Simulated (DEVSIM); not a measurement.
Device: CdTe n-i-p diode, at 350 K.

| layer (left to right) | material | thickness (μm) | Nd (cm⁻³) | Na (cm⁻³) | τn (s) | τp (s) |
|---|---|---|---|---|---|---|
| 1 | CdTe | 0.0960 | 1.8e17 | - | 4.6e-8 | 4.6e-8 |
| 2 | CdTe | 1.80 | - | 1.3e13 | 4.6e-8 | 4.6e-8 |
| 3 | CdTe | 3.30 | - | 1.3e18 | 4.6e-8 | 4.6e-8 |

Left contact: ohmic. Right contact: ohmic. Voltage is applied to the left contact. Recombination: SRH at mid-gap, radiative. Mobility is μmin + (μ − μmin)/(1 + (N/Nref)^α).

This is a model device: material constants are rounded textbook-type values typed into the input, and sizes, dopings and lifetimes were drawn at random. Values at 300 K; Nc and Nv go as T^1.5, mobilities as T to minus their exponent, the gap by Varshni's rule with the affinity fixed.

| parameter | CdTe |
|---|---|
| gap (eV) | 1.5 |
| affinity (eV) | 4.28 |
| permittivity | 10.2 |
| Nc (cm⁻³) | 8e17 |
| Nv (cm⁻³) | 1.8e19 |
| μn (cm²/Vs) | 1000 |
| μp (cm²/Vs) | 80 |
| μn,min | 100 |
| μp,min | 10 |
| Nref,n | 1e17 |
| Nref,p | 1e17 |
| αn | 0.6 |
| αp | 0.6 |
| T exponent of μn | 1.7 |
| T exponent of μp | 1.5 |
| B (cm³/s) | 1e-10 |
| Varshni α (eV/K) | 0.00031 |
| Varshni β (K) | 108 |

DEVSIM, 1D drift-diffusion, Boltzmann statistics, complete ionisation; no tunnelling, impact ionisation, image-force lowering or self-heating.

**Question.** Tabulate band edges, carrier densities and field at 2.0 V on the left contact.

**Answer.** Energies count from the Fermi level of the right contact; mesh points crowd at the junctions.

```tsv
x (μm)	Ec (eV)	Ev (eV)	n (cm⁻³)	p (cm⁻³)	field (V/cm)
0.000	-1.948	-3.433	1.8e17	< 1e2	≈ 0
0.02429	-1.948	-3.433	1.8e17	< 1e2	29
0.05897	-1.947	-3.433	1.7e17	< 1e2	1000
0.08857	-1.929	-3.415	9.6e16	< 1e2	18000
0.1238	-1.847	-3.332	6.3e15	< 1e2	20000
0.1922	-1.721	-3.206	9.7e13	< 1e2	18000
0.3387	-1.457	-2.943	1.6e10	100	18000
0.8527	-0.537	-2.023	5600	43000	18000
1.411	0.455	-1.030	1300	130000	18000
1.690	0.949	-0.536	< 1e2	4.3e11	18000
1.817	1.172	-0.313	< 1e2	7.0e14	18000
1.885	1.316	-0.169	< 1e2	8.3e16	35000
1.908	1.398	-0.087	< 1e2	1.2e18	3500
1.953	1.399	-0.086	< 1e2	1.3e18	≈ 0
2.113	1.399	-0.086	< 1e2	1.3e18	≈ 0
2.433	1.399	-0.086	< 1e2	1.3e18	≈ 0
3.126	1.399	-0.086	< 1e2	1.3e18	≈ 0
4.187	1.399	-0.086	< 1e2	1.3e18	≈ 0
4.872	1.399	-0.086	< 1e2	1.3e18	≈ 0
5.064	1.399	-0.086	< 1e2	1.3e18	≈ 0
5.151	1.399	-0.086	< 1e2	1.3e18	≈ 0
5.196	1.399	-0.086	< 1e2	1.3e18	≈ 0
```
